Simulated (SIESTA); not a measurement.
A self-consistent single point of AlNi (Cmmm, 2 atoms in the cell) with SIESTA

Level of theory: LDA PW92, numerical atomic orbitals DZP, PseudoDojo LDA standard norm-conserving potentials (rewritten from UPF to PSML) (SIESTA).

Input:

```
# files in the folder: Al.psml Ni.psml (PseudoDojo LDA standard)
SystemName  AlNi
SystemLabel alni

NumberOfAtoms                2
NumberOfSpecies              2
%block ChemicalSpeciesLabel
  1 13 Al
  2 28 Ni
%endblock ChemicalSpeciesLabel
LatticeConstant              1.0 Ang
%block LatticeVectors
     1.976887000   -1.991668000    0.000000000
     1.976887000    1.991668000    0.000000000
     0.000000000    0.000000000    3.160489000
%endblock LatticeVectors
AtomicCoordinatesFormat      Ang
%block AtomicCoordinatesAndAtomicSpecies
     0.000000000    0.000000000    0.000000000  1
     1.976887000    0.000000000    1.580244500  2
%endblock AtomicCoordinatesAndAtomicSpecies

XC.functional                LDA
XC.authors                   PW92
PAO.BasisSize                DZP
PAO.EnergyShift              0.01 Ry
MeshCutoff                   350 Ry
%block kgrid.MonkhorstPack
   15   0   0  0.0
    0  15   0  0.0
    0   0  14  0.0
%endblock kgrid.MonkhorstPack
OccupationFunction           FD
ElectronicTemperature        580.23 K

MaxSCFIterations             150
SCF.Mixer.Method             Pulay
SCF.Mixer.Weight             0.1
SCF.Mixer.History            8
SCF.DM.Tolerance             1.0E-05
Diag.ParallelOverK           true
WriteForces                  true
```

The program printed (abridged):

```
reinit: Reading from file input.fdf

reinit: System Name: AlNi
reinit: System Label: alni

coor:   Atomic-coordinates input format  =     Cartesian coordinates
coor:                                          (in Angstroms)

siesta: Atomic coordinates (Bohr) and species
siesta:      0.00000   0.00000   0.00000  1        1
siesta:      3.73578   0.00000   2.98623  2        2

siesta: System type = bulk

initatomlists: Number of atoms, orbitals, and projectors:      2    32    36

siesta: ******************** Simulation parameters ****************************
redata: Spin configuration                          = none
redata: Time-Reversal Symmetry                      = T
redata: Number of Atomic Species                    =        2
redata: Mesh Cutoff                                 =   350.0000 Ry
redata: Net charge of the system                    =     0.0000 |e|
redata: Min. number of SCF Iter                     =        0
redata: Max. number of SCF Iter                     =      150
redata: SCF convergence failure will abort job
redata: SCF mix quantity                            = Hamiltonian
redata: Mix DM or H after convergence               =   F
redata: Recompute H after scf cycle                 =   F
redata: Mix DM in first SCF step                    =   T
redata: No kicks to SCF
redata: DM Mixing Weight for Kicks                  =     0.5000
redata: Require Harris convergence for SCF          =   F
redata: Harris energy tolerance for SCF             =     0.000100 eV
redata: Require DM convergence for SCF              =   T
redata: DM tolerance for SCF                        =     0.000010
redata: Require EDM convergence for SCF             =   F
redata: EDM tolerance for SCF                       =     0.001000 eV
redata: Require H convergence for SCF               =   T
redata: Hamiltonian tolerance for SCF               =     0.001000 eV
redata: Require (free) Energy convergence for SCF   =   F
redata: (free) Energy tolerance for SCF             =     0.000100 eV
redata: Using DFT-D3 dispersion                     =   F
redata: Using Saved Data (generic)                  =   F
redata: Method of Calculation                       = Diagonalization
redata: Electronic Temperature                      =   580.2300 K
redata: Number of TDED substeps                     =        3
redata: Dynamics option                             = Single-point calculation
redata: Save all siesta data in one NC              =   F
redata: ***********************************************************************

%block SCF.Mixers
  Pulay
%endblock SCF.Mixers

%block SCF.Mixer.Pulay
  # Mixing method
  method pulay
  variant stable

  # Mixing options
  weight 0.1000
  weight.linear 0.1000
  history 8
%endblock SCF.Mixer.Pulay

DM_history_depth set to one: no extrapolation allowed by default for geometry relaxation
Size of DM history Fstack: 1
Total number of electrons:    21.000000
Total ionic charge:    21.000000

* ProcessorY, Blocksize:    1  33

* Orbital distribution balance (max,min):    32    32

k-point displ. along   3 input, could be:     0.00    0.50
 Kpoints in:         1680 . Kpoints trimmed:         1583

siesta: k-grid: Number of k-points = 1583
siesta: k-points from Monkhorst-Pack grid
siesta: k-cutoff (effective) =    21.047 Ang
siesta: k-point supercell and displacements
siesta: k-grid:    15     0     0      0.000
siesta: k-grid:     0    15     0      0.000
siesta: k-grid:     0     0    14      0.000

diag: Algorithm                                     = D&C
diag: Parallel over k                               =   F
diag: Use parallel 2D distribution                  =   F
diag: Parallel block-size                           = 33
diag: Parallel distribution                         =     1 x     1
diag: Used triangular part                          = Lower
diag: Absolute tolerance                            =  0.100E-15
diag: Orthogonalization factor                      =  0.100E-05
diag: Memory factor                                 =  1.0000

superc: Internal auxiliary supercell:     7 x     7 x     5  =     245
superc: Number of atoms, orbitals, and projectors:    490   7840   8820

                        Single-point calculation

superc: Internal auxiliary supercell:     7 x     7 x     5  =     245
superc: Number of atoms, orbitals, and projectors:    490   7840   8820

outcell: Unit cell vectors (Ang):
        1.976887   -1.991668    0.000000
        1.976887    1.991668    0.000000
        0.000000    0.000000    3.160489

outcell: Cell vector modules (Ang)   :    2.806212    2.806212    3.160489
outcell: Cell angles (23,13,12) (deg):     90.0000     90.0000     90.4268
outcell: Cell volume (Ang**3)        :     24.8876
new_DM -- step:     1
Initializing Density Matrix...

Attempting to read DM from file... Failed...
DM filled with atomic data:

InitMesh: MESH = 32 x 32 x 36 = 36864
InitMesh: Mesh cutoff (required, used) =   350.000   358.590 Ry

stepf: Fermi-Dirac step function

        iscf     Eharris(eV)        E_KS(eV)     FreeEng(eV)     dDmax    Ef(eV) dHmax(eV)
   scf:    1    -4570.430526    -4609.927977    -4609.946454  1.707624 -2.443285 28.080698
   scf:    2    -4633.507315    -4625.252348    -4625.264123  0.480595 -4.177159  8.931819
   scf:    3    -4627.206141    -4626.764349    -4626.771770  0.162806 -4.815943  1.241875
   scf:    4    -4626.570810    -4626.725495    -4626.732223  0.075729 -5.012934  1.568219
   scf:    5    -4626.805247    -4626.800797    -4626.808525  0.028831 -4.865700  0.180548
   scf:    6    -4626.801131    -4626.800975    -4626.808667  0.002686 -4.867614  0.157392
   scf:    7    -4626.801202    -4626.801417    -4626.809020  0.003535 -4.883524  0.047697
   scf:    8    -4626.801378    -4626.801439    -4626.809078  0.001359 -4.879235  0.014301
mix: Pulay -- inversion failed, > SVD [rank/size] 5 / 7
   scf:    9    -4626.801458    -4626.801450    -4626.809083  0.000186 -4.880332  0.001410
   scf:   10    -4626.801455    -4626.801453    -4626.809083  0.000074 -4.880618  0.001469
mix: Pulay -- inversion failed, > SVD [rank/size] 5 / 7
   scf:   11    -4626.801451    -4626.801452    -4626.809083  0.000023 -4.880500  0.000035
   scf:   12    -4626.801452    -4626.801452    -4626.809083  0.000012 -4.880510  0.000039
mix: Pulay -- inversion failed, > SVD [rank/size] 6 / 7
   scf:   13    -4626.801452    -4626.801452    -4626.809083  0.000000 -4.880507  0.000001

SCF Convergence by DM+H criterion
max |DM_out - DM_in|         :     0.0000004212
max |H_out - H_in|      (eV) :     0.0000005122
SCF cycle converged after 13 iterations

Using DM_out to compute the final energy and forces

siesta: E_KS(eV) =            -4626.8015

siesta: E_KS - E_eggbox =     -4626.8015

siesta: Atomic forces (eV/Ang):
     1   -0.000000   -0.000000    0.000000
     2   -0.000000   -0.000000   -0.000000
   Tot   -0.000000   -0.000000   -0.000000
   Max    0.000000
   Res    0.000000    sqrt( Sum f_i^2 / 3N )
   Max    0.000000    constrained

Stress tensor Voigt[x,y,z,yz,xz,xy] (kbar):      132.72      145.47      208.12       -0.00       -0.00       -0.00
(Free)E + p*V (eV/cell)    -4629.3272
Target enthalpy (eV/cell)    -4626.8091

siesta: Program's energy decomposition (eV):
siesta: Ebs     =      -725.824264
siesta: Eions   =      5975.545709
siesta: Ena     =       468.674186
siesta: Ekin    =      2177.368220
siesta: Enl     =      -721.039305
siesta: Eso     =         0.000000
siesta: Edftu   =         0.000000
siesta: DEna    =        31.010174
siesta: DUscf   =         0.711107
siesta: DUext   =         0.000000
siesta: Ex      =      -560.783132
siesta: Ec      =       -47.196994
siesta: Exc     =      -607.980125
siesta: Eharris =     -4626.801452
siesta: Etot    =     -4626.801452
siesta: FreeEng =     -4626.809083

siesta: Stress tensor (static) (eV/Ang**3):
siesta:     0.082840   -0.000000   -0.000000
siesta:    -0.000000    0.090793    0.000000
siesta:    -0.000000   -0.000000    0.129901

siesta: Cell volume =         24.887603 Ang**3

siesta: Pressure (static):
siesta:                Solid            Molecule  Units
siesta:          -0.00110197         -0.00110197  Ry/Bohr**3
siesta:          -0.10117826         -0.10117826  eV/Ang**3
siesta:        -162.10543781       -162.10543780  kBar
```

The run converged in 13 iterations.

The starting cell comes from a database of computed structures (which also holds hypothetical and non-ambient phases and stackings), without a prior relaxation at this level. Its lattice was rescaled by a random factor within 2.5 % of one. Spin polarisation is off. Values carry the incompleteness of an atom-centred basis. With a pressure of about -16 GPa the cell is away from its equilibrium volume at this level.

Cost on one core of a shared machine: roughly 3 min.
